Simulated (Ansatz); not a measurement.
Results of PBEsol (PAW; Ansatz, an electronic-structure program) for Ti4AlN3 (P6₃/mmc, No. 194).

Numerical settings: plane-wave cutoff 520 eV, 24×24×4 k mesh (along the axes of the cell as run), Fermi–Dirac smearing 0.05 eV, no spin polarisation, scalar-relativistic PAW data made under PBE.

Shape and atoms are relaxed at each volume.

Pressure at four volumes; x = ln(V/11.052 Å³). One pressure is withheld.

```csv
V (Å³/atom),x,P (GPa)
10.610,-0.0408,9.44
11.052,0.0000,0.00
11.273,0.0198,-4.00
11.494,0.0392,?
```

Q: Pass a parabola P(x) through the three rows shown, estimate the bulk modulus and its pressure derivative near zero pressure, and predict the withheld pressure.

A: Slopes between the rows: (0.00 − (9.44))/(0.0000 − (-0.0408)) = -231.37 and (-4.00 − (0.00))/(0.0198 − (0.0000)) = -202.02 GPa. Their difference over the span 0.0606 is c = 29.35/0.0606 = 484.3 GPa, so P(x) = 9.44 + (-231.37)(x − (-0.0408)) + 484.3 (x − (-0.0408))(x − (0.0000)). At the middle row B = −dP/dx = −[-231.37 + 484.3 × 0.0408] = 211.6 GPa, and B′ = dB/dP = 2c/B = 4.6. At x = 0.0392 the parabola gives -7.55 GPa; the run gives -7.58 GPa. The Birch–Murnaghan fit to the energies at all volumes has B0 = 211 GPa and B′ = 4.5.

Measured, for comparison: bulk modulus 216 ± 2 GPa (room temperature, no zero-point or thermal correction; as tabulated in High pressure study of Ti4AlN3 to 55 GPa). Computed less measured: bulk modulus -2.3 %.

Note: the run has no spin polarisation, so it can have missed a magnetic state.
